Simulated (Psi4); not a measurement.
Psi4 1.11, TPSS/def2-svp: Ti(Cl)(Br)3 ([Cl][Ti]([Br])([Br])[Br]), 5 atoms. The geometry is a generated start, not checked to be a minimum at this level.

```
Item                                                Result
--------------------------  ------------------------------
task                                                energy
method                                                tpss
basis                                             def2-svp
memory                                                3 GB
maxiter                                                100
keys of the molecule block                     symmetry c1
scf_type                                      df (default)
guess                       auto, which took SAD (default)
scf_initial_accelerator                    adiis (default)
e_convergence                              1e-06 (default)
d_convergence                              1e-06 (default)
dft_radial_points                             75 (default)
dft_spherical_points                         302 (default)
basis functions                                        145
grid points                                         109100
```

```xyz
5

Ti     0.0843    -0.0209    -0.0743
Cl     1.6365    -0.4017    -1.4393
Br     0.8352     0.0109     2.1431
Br    -0.9477     2.0460    -0.4512
Br    -1.6083    -1.6344    -0.1783
```

Charge 0 and multiplicity 1 are set for this test and not shown to be the ground state.

One run each on 2 threads. Values of diis_max_vecs tried: 3, 6, 10 (default), 20.

### Question
How does the count of SCF iterations change with diis_max_vecs, and where is it least?

### Answer
Fewest SCF iterations, within one of each other: 10 (default) with 17, 20 with 17. The count rises to 29 at 3. All converge to one solution.

```csv
diis_max_vecs,SCF iterations,end
3,29,same solution
6,21,same solution
10 (default),17,same solution
20,17,same solution
```
